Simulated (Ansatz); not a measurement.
System: SnGe3 (I4/mmm, No. 139, 4 atoms in the cell; start mp-979254). Method: LDA (Ansatz, a quantum-chemistry and plane-wave program, plane waves, PAW).

Run with plane-wave cutoff 520 eV, 18×18×18 k mesh, Fermi–Dirac smearing 0.05 eV, scalar-relativistic PAW data made under PBE.

Cell (relaxed at this level):

```cif
data_Ge3Sn
_chemical_formula_sum 'Sn1 Ge3'
_space_group_name_H-M_alt 'P 1'
_space_group_IT_number 1
_cell_length_a 5.35380
_cell_length_b 5.35380
_cell_length_c 5.35380
_cell_angle_alpha 133.122
_cell_angle_beta 133.122
_cell_angle_gamma 68.463
loop_
_space_group_symop_operation_xyz
  'x, y, z'
loop_
_atom_site_label
_atom_site_type_symbol
_atom_site_fract_x
_atom_site_fract_y
_atom_site_fract_z
_atom_site_occupancy
Sn1 Sn 0.00000 0.00000 0.00000 1
Ge1 Ge 0.75000 0.25000 0.50000 1
Ge2 Ge 0.25000 0.75000 0.50000 1
Ge3 Ge 0.50000 0.50000 0.00000 1
```

Estimate the bulk modulus that the calculation returns.


bulk modulus: 70.7 GPa

The run finds no gap.

Note: the bulk modulus is −V dP/dV from two relaxed cells at ±2 % in volume; the relaxation could not lower the start's symmetry, so the cell can be a saddle point above a distorted one.

Spin–orbit coupling is not included; it can open a gap where bands touch, and shift volumes and moduli.

Static lattice: no zero-point or thermal effects.

A start named mp-… is a Materials Project structure, which need not be a measured phase.
